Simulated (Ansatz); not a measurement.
Structures of equal composition on the (0001) surface of 4H silicon carbide (Si plane on top): (√3x√3)R30° Ge adatom at H3; (√3x√3)R30° Ge adatom at T4. The slabs share one bottom face, and each structure is named by its start. These are constructed structures in small cells; real faces may alloy, dewet or reconstruct in larger ones, and not all known structures of the face are among them. Slabs of about 10 Å, Fermi-Dirac smearing of 0.025 eV. Bottom of the slabs: H caps. Relaxed from the named starts with such symmetry as they have, on meshes of like density; energies extrapolated to zero smearing; spin only where a row says so; no spin-orbit coupling, no U. Brackets mark spin-polarised runs, whose order is one that fits the cell. Where a second, spin-polarised start was run, the lower counts.

All values below come from PBE (plane waves to 420 eV, PAW; Ansatz, a first-principles code).

Problem. Put the candidates in order of energy per 1x1 cell, lowest first, for PBE.

Solution. (√3x√3)R30° Ge adatom at T4 (0.000 eV [spin, 1.0 μB a cell], a narrow gap of 0.17 eV by band count), (√3x√3)R30° Ge adatom at H3 (0.144 eV [spin, 1.0 μB a cell], gap 0.30 eV on the mesh)
